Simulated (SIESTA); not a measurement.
Band structure of Lu2C (R-3m, 3 atoms in the cell).

```yaml
crystal:
  lattice:
    - [1.74726, 1.00878, 5.83768]
    - [-1.74726, 1.00878, 5.83768]
    - [0.00000, -2.01756, 5.83768]
  atoms:
    - { symbol: Lu, position: [0.24083, 0.24083, 0.24083] }
    - { symbol: Lu, position: [0.75917, 0.75917, 0.75917] }
    - { symbol: C, position: [0.50000, 0.50000, 0.50000] }
```

Method: GGA PBEsol, numerical atomic orbitals DZP, PseudoDojo PBEsol standard norm-conserving potentials (rewritten from UPF to PSML) (SIESTA).

Settings: XC.functional = GGA; XC.authors = PBEsol; potentials = PseudoDojo PBEsol standard; PAO.BasisSize = DZP; PAO.EnergyShift = 0.01 Ry; MeshCutoff = 400 Ry; kgrid.MonkhorstPack = 9 9 9; OccupationFunction = MP; OccupationMPOrder = 0; ElectronicTemperature = 100 meV; MaxSCFIterations = 150; SCF.Mixer.Method = Pulay; SCF.Mixer.Weight = 0.25; SCF.Mixer.History = 6.

The starting cell comes from a database of computed structures (which also holds hypothetical and non-ambient phases and stackings), without a prior relaxation at this level. Spin-orbit coupling is off. Values carry the incompleteness of an atom-centred basis.

Levels in eV from the Fermi level, bands 24 to 29:
```json
[
 {"point": "Γ", "24": "-3.39", "25": "-2.16", "26": "-1.21", "27": "-1.21", "28": "2.59", "29": "2.59"},
 {"point": "L", "24": "-3.32", "25": "-1.67", "26": "-1.09", "27": "-0.32", "28": "-0.07", "29": "0.88"},
 {"point": "B1", "24": "-2.71", "25": "-2.55", "26": "-1.52", "27": "0.09", "28": "0.68", "29": "1.53"},
 {"point": "B", "24": "-2.71", "25": "-2.55", "26": "-1.52", "27": "0.09", "28": "0.68", "29": "1.53"},
 {"point": "Z", "24": "-3.42", "25": "-1.12", "26": "-1.12", "27": "-0.61", "28": "1.20", "29": "2.84"},
 {"point": "X", "24": "-2.69", "25": "-2.55", "26": "-1.51", "27": "0.09", "28": "0.64", "29": "1.61"},
 {"point": "Q", "24": "-2.69", "25": "-2.55", "26": "-1.51", "27": "0.09", "28": "0.64", "29": "1.61"},
 {"point": "F", "24": "-3.40", "25": "-1.58", "26": "-1.20", "27": "-0.36", "28": "-0.15", "29": "1.53"},
 {"point": "P1", "24": "-3.39", "25": "-1.62", "26": "-1.18", "27": "-0.28", "28": "-0.24", "29": "1.27"},
 {"point": "P", "24": "-3.39", "25": "-1.62", "26": "-1.18", "27": "-0.28", "28": "-0.24", "29": "1.27"}
]
```

Bands cross the Fermi level along this path, so the cell is metallic at this level.

Higher empty bands are left out: an atom-centred basis made for the valence describes them poorly.
